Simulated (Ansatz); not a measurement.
HfO2, pressure series

The parent structure is HfO2 in the fluorite structure (space group Fm-3m, No. 225; a = 5.001 Å).

Cell and atoms are relaxed at each pressure.

The values are results of Kohn–Sham DFT with the LDA functional, run in Ansatz (an electronic-structure program) with PAW and 420 eV plane waves, spin-orbit coupling left out, not measurements.

Notes on the quantities. enthalpy: H = E + PV relative to the base's energy.

| change | electron mass | lattice parameter a | band gap | enthalpy |
|---|---|---|---|---|
| base | 1.1 mₑ along k, 0.68 mₑ across (at X) | 5.001 Å | 3.66 eV | – |
| pressure −2 GPa | 1.1 mₑ along k, 0.69 mₑ across (at X) | 5.013 Å | 3.65 eV | -0.13 eV/atom |
| pressure 0.9 GPa | 1.1 mₑ along k, 0.68 mₑ across (at X) | 4.996 Å | 3.67 eV | +0.06 eV/atom |
| pressure 2.1 GPa | 1.1 mₑ along k, 0.68 mₑ across (at X) | 4.989 Å | 3.68 eV | +0.14 eV/atom |
| pressure 4.5 GPa | – | 4.975 Å | 3.70 eV | +0.29 eV/atom |
| pressure 9 GPa | 1.1 mₑ along k, 0.67 mₑ across (at X) | 4.951 Å | 3.73 eV | +0.58 eV/atom |
| pressure 15 GPa | 1.0 mₑ along k, 0.66 mₑ across (at X) | 4.922 Å | 3.77 eV | +0.95 eV/atom |
| pressure 22.5 GPa | 1.0 mₑ along k, 0.66 mₑ across (at X) | 4.887 Å | 3.82 eV | +1.41 eV/atom |
| pressure 30 GPa | 0.99 mₑ along k, 0.65 mₑ across (at X) | 4.856 Å | 3.86 eV | +1.86 eV/atom |

Spin-orbit coupling, missing from the scalar runs, can matter with Hf. Load acts through the strain it causes; cell and atoms are relaxed under it. Masses are band curvatures over ±0.01 Å⁻¹ around the edge. Along k means along the line from Γ to the band edge. Stability against distortions was not tested. Competing high-pressure phases were not computed. This is not the structure that HfO2 has at room temperature and ambient pressure.
